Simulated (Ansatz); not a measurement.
Consider the following.

End structure of a constructed model of the (0001) surface of hcp Ti, a pseudomorphic layer of Nb in the host's stacking (bottom of the slab: a bare face, its two planes held):

```yaml
crystal:
  lattice:
    - [2.93864, 0.00000, 0.00000]
    - [-1.46932, 2.54493, 0.00000]
    - [0.00000, 0.00000, 31.00000]
  atoms:
    - { symbol: Ti, position: [0.66667, 0.33333, 0.26566] }
    - { symbol: Ti, position: [0.33333, 0.66667, 0.34069] }
    - { symbol: Ti, position: [0.66667, 0.33333, 0.41686] }
    - { symbol: Ti, position: [0.33333, 0.66667, 0.49150] }
    - { symbol: Ti, position: [0.66667, 0.33333, 0.56731] }
    - { symbol: Ti, position: [0.33333, 0.66667, 0.64255] }
    - { symbol: Nb, position: [0.66667, 0.33333, 0.71877] }
```

Slab: 7 atoms, 14.5 Å thick at the start; k 15x15x1, smearing 0.1 eV, dipole-corrected; single point; on the structure that PBE left under its start's symmetry; no spin, no spin-orbit, no U. It is one candidate, not shown to be the stable structure of the face.

Task: What is the computed work function of the top face (r2SCAN, at the PBE geometry in Ansatz, an electronic-structure program)?

Result: 4.77 eV
